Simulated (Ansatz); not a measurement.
NbIr₃ (space group P6_3/mmc, No. 194; a cell from a computed database, its experimental status unchecked)

NbIr3 is modelled in the hexagonal space group P6₃/mmc (No. 194), Pearson symbol hP8. Cell: a = 5.5187 Å, b = 5.5187 Å, c = 4.4343 Å, α = 90.00°, β = 90.00°, γ = 120.00°. Nb on 2d sees 12 Ir at 2.745–2.759 Å (anticuboctahedral). Ir on 6h sees 8 Ir at 2.716–2.803 Å and 4 Nb at 2.745–2.759 Å (anticuboctahedral). (Neighbours: up to the widest gap in distance over summed covalent radii, below 1.35, at either atom.)

Calculations: DFT with PBEsol, PAW potentials and a 420 eV plane-wave cutoff in Ansatz (a first-principles code), no SOC. k-mesh 10×10×11 (Γ-centred); smearing 0.05 eV (Fermi–Dirac).

* **Volume per atom**: 14.62 Å³
* **Density**: 19.01 g/cm³
* **Band gap**: zero
* **Total energy**: -9973.770 eV/atom (σ→0; compares only within this code and set-up)

Stability against distortions was not tested. All final runs are without spin polarisation.
